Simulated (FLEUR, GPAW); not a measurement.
A FLEUR input for a self-consistent single point of Te2Ru (Pnnm, 6 atoms in the cell) (DFT, PBEsol, all-electron FLAPW (FLEUR), scalar-relativistic valence):

Input of the input generator:

```
Te2Ru FLAPW
&input film=f /
5.1704530000 0.0000000000 0.0000000000
0.0000000000 6.2437510000 0.0000000000
0.0000000000 0.0000000000 3.9197390000
1.8897261246
1.0 1.0 1.0

6
52 0.2198100000 0.3669100000 0.0000000000
52 0.7801900000 0.6330900000 -0.0000000000
52 0.7198100000 0.1330900000 0.5000000000
52 0.2801900000 0.8669100000 0.5000000000
44 -0.0000000000 -0.0000000000 0.0000000000
44 0.5000000000 0.5000000000 0.5000000000

&comp jspins=1 /
&exco xctyp='PBEs' /
&kpt div1=3 div2=3 div3=4 gamma=t /
&end /
```

```xml
<?xml version="1.0" encoding="UTF-8" standalone="no"?>
<fleurInput fleurInputVersion="0.39">
   <comment>
      Te2Ru FLAPW                                                                                         
   </comment>
   <calculationSetup>
      <cutoffs Kmax="4.4" Gmax="15.4" GmaxXC="15.4" numbands="0"/>
      <scfLoop itmax="80" minDistance="0.00001" maxIterBroyd="40" imix="Anderson" alpha="0.05" precondParam="0.0" spinf="2.0"/>
      <coreElectrons ctail="T" frcor="F" kcrel="0" coretail_lmax="0"/>
      <xcFunctional name="PBEs" relativisticCorrections="F"/>
      <magnetism jspins="1"/>
      <soc l_soc="F" theta="0.0" phi="0.0" spav="F"/>
      <expertModes spex="0" secvar="F"/>
      <geometryOptimization l_f="T" forcealpha="1.0" forcemix="BFGS" epsdisp="0.00001" epsforce="0.00001"/>
      <ldaU l_linMix="F" mixParam="0.05" spinf="1.0"/>
   </calculationSetup>
   <cell>
      <bzIntegration valenceElectrons="92.0" mode="hist" fermiSmearingEnergy="0.00036749">
         <kPointListSelection listName="default-1"/>
         <!-- k-points included here -->
         <xi:include xmlns:xi="http://www.w3.org/2001/XInclude" href="kpts.xml"> </xi:include>
      </bzIntegration>
      <!-- symmetry operations included here -->
      <xi:include xmlns:xi="http://www.w3.org/2001/XInclude" href="sym.xml"> </xi:include>
      <bulkLattice scale="1.0">
         <bravaisMatrix>
            <row-1>    9.7707401101164439     0.0000000000000000     0.0000000000000000</row-1>
            <row-2>    0.0000000000000000    11.7989793801973732     0.0000000000000000</row-2>
            <row-3>    0.0000000000000000     0.0000000000000000     7.4072331899134785</row-3>
         </bravaisMatrix>
      </bulkLattice>
   </cell>
   <atomSpecies>
      <species name="Tellurium (Te)" element="Te" atomicNumber="52">
         <mtSphere radius="2.30" gridPoints="793" logIncrement="0.016"/>
         <atomicCutoffs lmax="10" lnonsphr="8"/>
         <electronConfig flipSpins="F">
            <coreConfig>(1s1/2) (2s1/2) (2p1/2) (2p3/2) (3s1/2) (3p1/2) (3p3/2) (4s1/2) (3d3/2) (3d5/2) (4p1/2) (4p3/2)</coreConfig>
            <valenceConfig>(5s1/2) (4d3/2) (4d5/2) (5p1/2) (5p3/2)</valenceConfig>
            <stateOccupation state="(5p1/2)" spinUp="0.6666666666667" spinDown="0.6666666666667"/>
            <stateOccupation state="(5p3/2)" spinUp="1.3333333333333" spinDown="1.3333333333333"/>
         </electronConfig>
         <energyParameters s="5" p="5" d="5" f="4"/>
         <lo type="SCLO" l="2" n="4" eDeriv="0"/>
      </species>
      <species name="Ruthenium (Ru)" element="Ru" atomicNumber="44">
         <mtSphere radius="2.30" gridPoints="793" logIncrement="0.016"/>
         <atomicCutoffs lmax="10" lnonsphr="8"/>
         <electronConfig flipSpins="F">
            <coreConfig>(1s1/2) (2s1/2) (2p1/2) (2p3/2) (3s1/2) (3p1/2) (3p3/2) (4s1/2) (3d3/2) (3d5/2)</coreConfig>
            <valenceConfig>(4p1/2) (4p3/2) (5s1/2) (4d3/2) (4d5/2)</valenceConfig>
            <stateOccupation state="(5s1/2)" spinUp="0.5" spinDown="0.5"/>
            <stateOccupation state="(4d3/2)" spinUp="1.4" spinDown="1.4"/>
            <stateOccupation state="(4d5/2)" spinUp="2.1" spinDown="2.1"/>
         </electronConfig>
         <energyParameters s="5" p="5" d="4" f="4"/>
         <lo type="SCLO" l="1" n="4" eDeriv="0"/>
      </species>
   </atomSpecies>
   <atomGroups>
      <atomGroup species="Tellurium (Te)">
         <relPos label="                   1">.2198100000 .3669100000 .0000000000</relPos>
         <relPos label="                   2">-.2198100000 -.3669100000 .0000000000</relPos>
         <relPos label="                   3">-.2801900000 .1330900000 1.000/2.000</relPos>
         <relPos label="                   4">.2801900000 -.1330900000 1.000/2.000</relPos>
         <force calculate="T" relaxXYZ="TTT"/>
      </atomGroup>
      <atomGroup species="Ruthenium (Ru)">
         <relPos label="                   5">.0000000000 .0000000000 .0000000000</relPos>
         <relPos label="                   6">1.000/2.000 1.000/2.000 1.000/2.000</relPos>
         <force calculate="T" relaxXYZ="TTT"/>
      </atomGroup>
   </atomGroups>
   <output dos="F" band="F" slice="F">
      <checks vchk="F" cdinf="F"/>
      <bandDOS minEnergy="-.5*Htr" maxEnergy="0.5*Htr" sigma="0.015" storeEVData="T"/>
      <vacuumDOS vacdos="F" integ="F" star="F" nstars="0" locx1="0.0" locy1="0.0" locx2="0.0" locy2="0.0" nstm="0" tworkf="0.0"/>
      <unfoldingBand unfoldBand="F" supercellX="1" supercellY="1" supercellZ="1"/>
      <plotting iplot="0" polar="F">
         <plot TwoD="T" vec1="  1.0  0.0  0.0" vec2="  0.0  1.0  0.0" vec3="  0.0  0.0  1.0" zero="  0.0  0.0  0.0" file="plot"/>
      </plotting>
      <chargeDensitySlicing numkpt="0" minEigenval="0.0" maxEigenval="0.0" nnne="0" pallst="F"/>
      <specialOutput eonly="F"/>
      <magneticCircularDichroism mcd="F" energyLo="-10.0" energyUp="0.0"/>
   </output>
  <!-- We include the file relax.xml here to enable relaxations (see documentation) -->
  <xi:include xmlns:xi="http://www.w3.org/2001/XInclude" href="relax.xml"> <xi:fallback/> </xi:include>
</fleurInput>
```

Q: Write the same calculation as an input for GPAW.

A: One input that does it (others would too):

```python
from ase import Atoms
from ase.units import GPa
from gpaw import GPAW

atoms = Atoms(['Te', 'Te', 'Te', 'Te', 'Ru', 'Ru'],
              cell=[[5.170453, 0.000000, 0.000000],
                    [0.000000, 6.243751, 0.000000],
                    [0.000000, 0.000000, 3.919739]],
              scaled_positions=[[0.219810, 0.366910, 0.000000],
                                [0.780190, 0.633090, 0.000000],
                                [0.719810, 0.133090, 0.500000],
                                [0.280190, 0.866910, 0.500000],
                                [0.000000, 0.000000, 0.000000],
                                [0.500000, 0.500000, 0.500000]],
              pbc=True)

calc = GPAW(mode={'name': 'pw', 'ecut': 600},
            xc='PBEsol',
            kpts={'size': (3, 3, 4), 'gamma': True},
            occupations={'name': 'fermi-dirac', 'width': 0.01},
            nbands=-4,
            convergence={'density': 1e-05, 'bands': -2},
            symmetry={'symmorphic': False, 'tolerance': 0.0005},
            maxiter=100)

atoms.calc = calc

energy = atoms.get_potential_energy()
print('Energy (eV):', round(energy, 6))
forces = atoms.get_forces()
print('Forces (eV/Ang):')
print(forces.round(5))
stress = atoms.get_stress()
print('Stress (GPa, Voigt):', (stress / GPa).round(4))
```

Basis, cutoffs, solver keys and any potentials are the target program's own. This input uses DFT PBEsol, plane waves, GPAW PAW datasets PBEsol (made by gpaw-setup).

The starting cell comes from a database of computed structures (which also holds hypothetical and non-ambient phases and stackings), without a prior relaxation at this level. Its lattice was rescaled by a random factor within 2.5 % of one. For this run, on top of that: lattice scaled by 0.98.
